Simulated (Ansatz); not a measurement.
Structures of equal composition on the (111) surface of fcc Ir: a layer of Au in place of the second plane; a layer of Au in place of the third plane. The slabs share one bottom face, and each structure is named by its start. These are constructed structures in small cells; real faces may alloy, dewet or reconstruct in larger ones, and not all known structures of the face are among them. Slabs of about 11 Å, Fermi-Dirac smearing of 0.1 eV. Bottom of the slabs: a bare face, its two planes held. Relaxed from the named starts with such symmetry as they have, on meshes of like density; energies extrapolated to zero smearing; spin only where a row says so; no spin-orbit coupling, no U. Brackets mark spin-polarised runs, whose order is one that fits the cell.

Computed with PBE (plane waves to 420 eV, PAW; Ansatz, a first-principles code).

### Question
Rank these by energy per 1x1 cell (lowest first), as PBE gives it.

### Answer
a layer of Au in place of the third plane (0.000 eV), a layer of Au in place of the second plane (0.039 eV)
